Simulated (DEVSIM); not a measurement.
Structure: abrupt Ge n-p junction, at 350 K.

```csv
layer (left to right),material,thickness (μm),Nd (cm⁻³),Na (cm⁻³),τn (s),τp (s)
1,Ge,6.90,1.3e17,-,3.1e-6,3.1e-6
2,Ge,3.20,-,6.2e16,3.1e-6,3.1e-6
```

Left contact: ohmic. Right contact: ohmic. Voltage is applied to the left contact. Recombination: SRH at mid-gap, radiative. Mobility is constant in doping. Where it depends on doping, it is μmin + (μ − μmin)/(1 + (N/Nref)^α).

Constants are typed, rounded textbook-type inputs, not results; the design itself was drawn at random and stands for no fabricated device. Values at 300 K; Nc and Nv go as T^1.5, mobilities as T to minus their exponent, the gap by Varshni's rule with the affinity fixed. The table also holds parameters that only a changed run uses.

| parameter | Ge |
|---|---|
| gap (eV) | 0.664 |
| affinity (eV) | 4 |
| permittivity | 16 |
| Nc (cm⁻³) | 1.04e19 |
| Nv (cm⁻³) | 6e18 |
| μn (cm²/Vs) | 3900 |
| μp (cm²/Vs) | 1900 |
| μn,min | 150 |
| μp,min | 100 |
| Nref,n | 2.6e17 |
| Nref,p | 4e17 |
| αn | 0.56 |
| αp | 0.6 |
| T exponent of μn | 1.66 |
| T exponent of μp | 2.33 |
| B (cm³/s) | 6.4e-14 |
| Cn (cm⁶/s) | 1e-31 |
| Cp (cm⁶/s) | 1e-31 |
| Varshni α (eV/K) | 0.000477 |
| Varshni β (K) | 235 |

Model (solved in DEVSIM): 1D drift-diffusion, Boltzmann statistics, complete ionisation; no tunnelling, impact ionisation, image-force lowering or self-heating.

Base results: dark forward voltage at 1 A/cm² (V) 0.096; potential step across the device at zero bias (V) 0.360; largest field in the device at zero bias (V/cm) 54000; dark forward voltage at 100 A/cm² (V) 0.236.

Question: What follows from this one change: thickness of layer 2 3.2 → 5.4 μm?

Answer: dark forward voltage at 1 A/cm² 0.096 → 0.110 V; potential step across the device at zero bias little changed (0.360 V); largest field in the device at zero bias little changed (54000 V/cm); dark forward voltage at 100 A/cm² 0.236 → 0.250 V.

Question: What follows from this one change: doping Nd of layer 1 1.3e+17 → 3.9e+16 cm^-3?

Answer: dark forward voltage at 1 A/cm² 0.096 → 0.092 V; potential step across the device at zero bias 0.360 → 0.324 V; largest field in the device at zero bias 54000 → 38000 V/cm; dark forward voltage at 100 A/cm² little changed (0.233 V).

Question: What follows from this one change: temperature 350 → 300 K?

Answer: dark forward voltage at 1 A/cm² 0.096 → 0.202 V; potential step across the device at zero bias 0.360 → 0.433 V; largest field in the device at zero bias 54000 → 60000 V/cm; dark forward voltage at 100 A/cm² 0.236 → 0.323 V.

Question: What follows from this one change: thickness of layer 1 6.9 → 21 μm?

Answer: dark forward voltage at 1 A/cm² little changed (0.098 V); potential step across the device at zero bias little changed (0.360 V); largest field in the device at zero bias little changed (54000 V/cm); dark forward voltage at 100 A/cm² 0.236 → 0.240 V.

Question: What follows from this one change: doping Na of layer 2 6.2e+16 → 1.9e+16 cm^-3?

Answer: dark forward voltage at 1 A/cm² 0.096 → 0.065 V; potential step across the device at zero bias 0.360 → 0.325 V; largest field in the device at zero bias 54000 → 33000 V/cm; dark forward voltage at 100 A/cm² 0.236 → 0.203 V.

Question: What follows from this one change: doping-dependent mobility in place of the constant one?

Answer: dark forward voltage at 1 A/cm² 0.096 → 0.107 V; potential step across the device at zero bias little changed (0.360 V); largest field in the device at zero bias little changed (54000 V/cm); dark forward voltage at 100 A/cm² 0.236 → 0.247 V.
